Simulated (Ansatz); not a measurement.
## AlN: pressure series

Consider AlN in the rock salt structure (space group Fm-3m, No. 225; a = 4.045 Å; a cell from a computed database, its experimental status unchecked).

Cell and atoms are relaxed at each pressure.

Levels (all Ansatz, a quantum-chemistry and plane-wave program, PAW): PBEsol (420 eV, no spin-orbit coupling); HSE06 (420 eV, without spin-orbit coupling).

Band gaps by level, all at the geometries relaxed with PBEsol:

```
case               PBEsol    HSE06
----------------  -------  -------
base              4.55 eV  6.02 eV
pressure −2 GPa   4.47 eV        …
pressure −1 GPa   4.51 eV        …
pressure 0.7 GPa  4.57 eV        …
pressure 1.5 GPa  4.60 eV  6.08 eV
pressure 3 GPa    4.65 eV  6.14 eV
pressure 7.5 GPa  4.81 eV  6.31 eV
pressure 10 GPa   4.89 eV        …
```

**Question.** Some entries are withheld; estimate them.

**Answer.** 
- pressure −2 GPa, HSE06: 5.94 eV
- pressure −1 GPa, HSE06: 5.98 eV
- pressure 0.7 GPa, HSE06: 6.05 eV
- pressure 10 GPa, HSE06: 6.40 eV

Single points use the geometry relaxed with PBEsol. HSE06 was sampled on its mesh, a few special points and the semilocal edge points, so its gap is an upper bound. Load acts through the strain it causes; cell and atoms are relaxed under it. Whether these cells are dynamically stable was not tested. Competing high-pressure phases were not computed. This is not the structure that AlN has at room temperature and ambient pressure.
